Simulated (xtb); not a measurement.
xtb 6.7.1, GFN2-xTB: [CH2][C](C)(C)[GeH3], charge +1, multiplicity 1, 16 atoms. The geometry is a generated start, not checked to be a minimum at this level.

| Quantity | Result |
|---|---|
| run flags | --grad |
| method | GFN2-xTB |
| --acc | 1 (default) |
| --etemp (K) | 300 (default) |
| basis functions | 37 |
| valence electrons | 30 |

```xyz
16

C     -0.1274     0.0482     1.1841
C     -0.6403     0.0908    -0.1169
C     -0.7840     1.3672    -0.8314
C     -0.9985    -1.1390    -0.8272
Ge     1.9413    -0.2773     0.8501
H     -0.1625     0.9732     1.7526
H     -0.3758    -0.8314     1.7747
H     -1.5229     1.3026    -1.6254
H      0.1684     1.6222    -1.3084
H     -1.0288     2.1860    -0.1560
H     -0.5794    -1.1464    -1.8373
H     -0.7085    -2.0411    -0.2918
H     -2.0834    -1.1580    -0.9674
H      2.4958    -0.0928     2.2225
H      2.0370    -1.6686     0.3140
H      2.3688     0.7643    -0.1363
```

Charge 1 and multiplicity 1 are set for this test and not shown to be the ground state.

One run each on 1 thread. Values of broydamp tried: 0.02, 0.05, 0.1, 0.2, 0.4 (default), 0.6, 0.8, 1.

**Question.** Predict the course of the SCC iterations along this series.

**Answer.** Fewest SCC iterations, within one of each other: 0.2 with 13, 0.4 (default) with 13. The count rises to 27 at 1. All converge to one solution.

| broydamp | SCC iterations | end |
|---|---|---|
| 0.02 | 20 | same solution |
| 0.05 | 17 | same solution |
| 0.1 | 15 | same solution |
| 0.2 | 13 | same solution |
| 0.4 (default) | 13 | same solution |
| 0.6 | 16 | same solution |
| 0.8 | 22 | same solution |
| 1 | 27 | same solution |
